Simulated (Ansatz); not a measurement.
The reference is SiC in the zinc blende structure (space group F-43m, No. 216; a = 4.356 Å). Axes: x, y, z lie along the cube axes.

Level of theory: r2SCAN (Ansatz, a first-principles code), without spin-orbit coupling.

Base values:

| Property | Result |
|---|---|
| Smallest direct gap | 5.05 eV |
| Shortest interatomic distance | 1.886 Å |
| Valley order | X along ⟨100⟩ 1.71 eV |
| Valence-band top at Γ | 0.00, 0.00, 0.00 eV |

Now apply this change: the cell is stretched by 0.50 % along z with no lateral relaxation, atoms relaxed at fixed cell.

### Question
Predict the new smallest direct gap.

### Answer
The smallest direct gap decreases by 0.01 eV (5.05 eV → 5.04 eV).

### Question
What happens to the energy relative to the base?

### Answer
The energy grows by 0.3 meV/atom.

### Question
What does the calculation give for the shortest interatomic distance after the change?

### Answer
The shortest interatomic distance goes up by 0.003 Å to 1.889 Å.

### Question
How does this affect the valley order?

### Answer
The valley order (the lowest conduction-band minima on the path, energy above the VBM, named in the base's zone) changes from X along ⟨100⟩ 1.71 eV to X along [010] 1.69 eV; X along [001] 1.74 eV.

### Question
What does the calculation give for the valence-band top at Γ after the change?

### Answer
The valence-band top at Γ (three highest levels, from the VBM) becomes 0.00, 0.00, -0.04 eV (base: 0.00, 0.00, 0.00 eV).

The cells carry an imposed strain or load. No phonon test of stability was made.
